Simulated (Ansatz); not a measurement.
Base system: HgTe (space group P3_121, No. 152; a = 4.679 Å, c = 10.385 Å; a cell from a computed database, its experimental status unchecked; made of chains).

Method: DFT with r2SCAN, PAW potentials and a 500 eV plane-wave cutoff in Ansatz (a program for electronic structure), spin-orbit coupling left out, earlier PAW set.

Base values:

```
Item                                    Value
----------------------------  ---------------
Gap between the host's bands          0.97 eV
Gap character                 indirect, A → Γ
```

Now apply this change: 0.985 electrons added to each cell, a density of 5.0×10^21 cm⁻³, with a uniform compensating background at fixed cell and a 300 K Fermi–Dirac width.

Problem. How does this affect the gap between the host's bands, Fermi level from band edge, largest internal atomic displacement and gap character?

Solution. The gap between the host's bands falls by 0.75 eV to 0.22 eV; the Fermi level relative to the doped band's edge (positive inside the band; to 0.05 eV) comes out as +0.75 eV; the largest internal atomic displacement is 0.234 Å; the gap character changes from indirect, A → Γ to indirect, K–Γ (64 % along) → M.

Charged cell with a jellium background: band edges are those of the host's band count, energies are not comparable with the neutral cell, and many-body gap narrowing is missing. Spin-orbit coupling, missing from the scalar runs, can matter with Hg and Te. Whether these cells are dynamically stable was not tested. No dispersion term is included, though the crystal is made of layers, chains or molecules, so its spacings can come out too wide. This is not the structure that HgTe has at room temperature and ambient pressure.
